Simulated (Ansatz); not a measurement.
Levels about the gap of amorphous Zr20O43In2 (65 atoms in a cell of 841 Å³, 5.42 g/cm³; zone centre alone, so wide bands show as single levels with stretches between that a denser mesh fills), at the geometry that PBE relaxed, where it gives -4.7 GPa on a denser mesh. The participation number counts the atoms over which a state spreads; weights are charges in smoothed Voronoi cells. The levels come from a single point, so bond lengths are those of that geometry. Method of the levels: PBE, scalar-relativistic without spin-orbit coupling (Ansatz, a program for electronic structure). Sampling: the zone centre alone; Fermi-Dirac width 0.02 eV; no spin polarisation.

A CHGNet melt-quench gave the starting glass, which DFT then relaxed. O atoms were pushed apart under 1.9 Å during the dynamics, to hinder bonds among them. The hot cell started wider than the set density and was brought back towards it in steps. It is the lowest in DFT energy of 2 quenches. It is a model cell: composition and starting density were chosen by hand, and all elements were melted together. No dispersion term was used. Its density started from a set value of 5.42 and ended at 5.42 g/cm³. The simulated quench (nominally 300 K/ps over its main leg) is rapid and tends to freeze in more defects than a deposited or slowly cooled glass has. A cell of this size samples the disorder only roughly. The volume was held where the preparation left it and the shape relaxed, at a PBE pressure of -4.7 GPa (tension). Stress components on the final sampling reach 4.8 GPa. On a 2×2×2 Γ-centred mesh force components of up to 0.15 eV/Å stay, since the relaxation ran on the zone centre alone.

```tsv
E - E(highest filled), eV	filling	participation number	largest on	weight O	weight Zr	weight In
-0.30	filled	16.3	O, 3 neighbours	0.95	0.05	0.00
-0.28	filled	28.0	O, 3 neighbours	0.94	0.05	0.00
-0.27	filled	20.8	O, 3 neighbours	0.94	0.05	0.01
-0.20	filled	14.4	O, 3 neighbours	0.94	0.06	0.00
-0.10	filled	17.0	O, 3 neighbours	0.95	0.04	0.00
-0.04	filled	17.4	O, 3 neighbours	0.95	0.05	0.00
0.00	filled	18.9	O, 3 neighbours	0.95	0.04	0.00
3.22	empty	19.9	In, 5 neighbours	0.46	0.35	0.20
3.58	empty	24.9	Zr, 6 neighbours	0.35	0.65	0.01
3.68	empty	24.9	Zr, 7 neighbours	0.34	0.65	0.01
3.78	empty	25.1	Zr, 7 neighbours	0.33	0.64	0.02
3.84	empty	28.2	Zr, 7 neighbours	0.36	0.57	0.07
3.88	empty	29.2	In, 5 neighbours	0.37	0.54	0.09
3.95	empty	19.3	Zr, 5 neighbours	0.34	0.64	0.02
```

Most localised among these is the filled level at -0.20 eV, on a O atom, which has 3 neighbours (Zr 2.03 Å, Zr 2.16 Å, Zr 2.20 Å).
